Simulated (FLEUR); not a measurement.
Worked example: self-consistent single point of PdPtAu (P3m1, 3 atoms in the cell) in FLEUR.

Method of the run: LDA (Vosko-Wilk-Nusair), all-electron FLAPW (FLEUR), scalar-relativistic valence.

The change in words: lattice scaled by 0.98. Reference geometry:
```xyz
3
Lattice="2.8495 0.0000 0.0000 -1.4248 2.4678 0.0000 0.0000 0.0000 6.9864" Properties=species:S:1:pos:R:3 pbc="T T T"
Pd     0.0000     0.0000     2.3611
Pt     1.4248     0.8226     4.6047
Au     0.0000     1.6452     0.0206
```

Reference input (self-consistent single point, DFT, LDA (Vosko-Wilk-Nusair), all-electron FLAPW (FLEUR), scalar-relativistic valence): Kmax = 4 1/bohr; GmaxXC = 20 1/bohr; xcFunctional = vwn; jspins = 1; l_soc = F; mode = gauss; fermiSmearingEnergy = 0.00499791 Htr; mesh (inpgen div1-3) = 16 16 6; inpgen gamma flag = true; Gmax = 20 1/bohr; numbands = 0; maxIterBroyd = 15. This run's input differs from it in these lines:

```diff
@@ -3,5 +3,5 @@
 &input film=f /
-5.3848127046 -0.0000000738 0.0000000000
--2.6924062884 4.6633846337 0.0000000000
-0.0000000000 0.0000000000 13.2023448026
+5.2771169812 -0.0000000200 0.0000000000
+-2.6385584732 4.5701173745 0.0000000000
+0.0000000000 0.0000000000 12.9382971506
 1.0
@@ -45,5 +45,5 @@
          <bravaisMatrix>
-            <row-1>    5.3848127045999998    -0.0000000738000000     0.0000000000000000</row-1>
-            <row-2>   -2.6924062884000000     4.6633846336999998     0.0000000000000000</row-2>
-            <row-3>    0.0000000000000000     0.0000000000000000    13.2023448026000008</row-3>
+            <row-1>    5.2771169811999998    -0.0000000200000000     0.0000000000000000</row-1>
+            <row-2>   -2.6385584731999998     4.5701173744999997     0.0000000000000000</row-2>
+            <row-3>    0.0000000000000000     0.0000000000000000    12.9382971506000004</row-3>
          </bravaisMatrix>
```

Output (repeated stretches shortened):

```
 Iteration:     1   Distance:      18.39064995 me/bohr^3
 Iteration:     2   Distance:      15.04128971 me/bohr^3
 Iteration:     3   Distance:      11.98868632 me/bohr^3
 Iteration:     4   Distance:       7.44374455 me/bohr^3
 Iteration:     5   Distance:       6.08988824 me/bohr^3
   [... 15 lines left out ...]
 Iteration:    21   Distance:       0.00008785 me/bohr^3
 Iteration:    22   Distance:       0.00010600 me/bohr^3
 Iteration:    23   Distance:       0.00002295 me/bohr^3
 Iteration:    24   Distance:       0.00000611 me/bohr^3
 Reset of history
 Run finished successfully
 Stop message:
   Structural relaxation: new displacements generated

[file out, last iteration]
             iter=     25
[...]
          total density-effective poten   -7.4242344490E+04
          total charge density-energy d   -8.4143654076E+02
 Updated energy parameters for spin:           1
[...]
 fermi energy and band-weighting factors:
    1.271637    1.271637

[...]
FERMIE:
          first approx. to ef    (T=0)  :   0.478544 htr   (energy of the highest occ. eigenvalue)
          number of occ. states  (T=0)  :       4476
          first approx. to seigv (T=0)  : -33.592658 htr
          sum of weights of occ. states :  27.501953
          sum of semicore charge        :   0.000000 e
          fermi energy=   0.47905 har   work function= -13.03562 ev
   [... lines left out ...]
     k-point=   68
     k-point=   69
     k-point=   70
     k-point=   71
     k-point=   72
     k-point=   73
     k-point=   74
     k-point=   75
     k-point=   76
     k-point=   77
     k-point=   78
     k-point=   79
     k-point=   80
     k-point=   81
     k-point=   82
     k-point=   83
     k-point=   84
     k-point=   85
     k-point=   86
     k-point=   87
      0.008 0.008 0.008 0.008 0.008 0.008 0.008 0.008 0.008 0
```

The run converged in 24 iterations. FLEUR gives forces in its relaxation mode, with a further iteration, so its stop message speaks of a relaxation. Against the reference run the total energy falls by 60.6 meV/atom and the largest force goes from 0.061 to 0.194 eV/Å.

The starting cell comes from a database of computed structures (which also holds hypothetical and non-ambient phases and stackings), without a prior relaxation at this level. For this run, on top of that: lattice scaled by 0.98. Spin polarisation is off. Values depend on the basis (sphere radii, cutoffs, local orbitals), which need not be converged.

Cost on one core of a shared machine: roughly 6 min.
